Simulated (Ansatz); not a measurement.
## A computed series for Cu3N: response to strain

The reference is Cu3N (space group Pm-3m, No. 221).

```yaml
crystal:
  lattice:
    - [3.76478, 0.00000, 0.00000]
    - [0.00000, 3.76478, 0.00000]
    - [0.00000, 0.00000, 3.76478]
  atoms:
    - { symbol: N, position: [0.00000, 0.00000, 0.00000] }
    - { symbol: Cu, position: [0.50000, 0.00000, 0.00000] }
    - { symbol: Cu, position: [0.00000, 0.00000, 0.50000] }
    - { symbol: Cu, position: [0.00000, 0.50000, 0.00000] }
```

Cartesian axes are those of the cell as printed.

Strains are applied to the cell and any free atomic positions relax; under biaxial strain the out-of-plane vector relaxes too; under stress the whole cell relaxes.

Method: Ansatz (an electronic-structure program), PBEsol, PAW, cutoff 420 eV, scalar-relativistic without spin-orbit coupling, earlier PAW set.

Notes on the quantities. energy relative to the base: free energy F.

```json
[
 {"variant": "base", "space group": "Pm-3m (No. 221)", "shortest interatomic distance": "1.882 Å", "energy relative to the base": "0 meV/atom"},
 {"variant": "biaxial strain −3.32 %, plane normal [110], relaxed out of plane", "space group": "Cmmm (No. 65)", "shortest interatomic distance": "1.820 Å", "energy relative to the base": "+18 meV/atom"},
 {"variant": "biaxial strain −1.22 %, plane normal [110], relaxed out of plane", "space group": "Cmmm (No. 65)", "shortest interatomic distance": "1.859 Å", "energy relative to the base": "+2.3 meV/atom"},
 {"variant": "biaxial strain −0.62 %, plane normal [111], relaxed out of plane", "space group": "R-3m (No. 166)", "shortest interatomic distance": "1.881 Å", "energy relative to the base": "+0.3 meV/atom"},
 {"variant": "isotropic strain −2.54 %", "space group": "Pm-3m (No. 221)", "shortest interatomic distance": "1.835 Å", "energy relative to the base": "+35 meV/atom"},
 {"variant": "isotropic strain −0.60 %", "space group": "Pm-3m (No. 221)", "shortest interatomic distance": "1.871 Å", "energy relative to the base": "?"},
 {"variant": "uniaxial strain ε_xx = −2.78 %", "space group": "P4/mmm (No. 123)", "shortest interatomic distance": "1.830 Å", "energy relative to the base": "+9.9 meV/atom"},
 {"variant": "uniaxial strain ε_zz = +0.84 %", "space group": "P4/mmm (No. 123)", "shortest interatomic distance": "1.882 Å", "energy relative to the base": "+0.8 meV/atom"},
 {"variant": "uniaxial stress, 8 GPa tension along z", "space group": "P4/mmm (No. 123)", "shortest interatomic distance": "1.871 Å", "energy relative to the base": "+13 meV/atom"},
 {"variant": "uniaxial stress, 8 GPa compression along z", "space group": "P4/mmm (No. 123)", "shortest interatomic distance": "1.831 Å", "energy relative to the base": "+8.7 meV/atom"}
]
```

Q: What belongs in the blanks?

A: 
- isotropic strain −0.60 %, energy relative to the base: +1.8 meV/atom

Stability under load was not tested beyond the relaxation. The final runs are not spin-polarised.
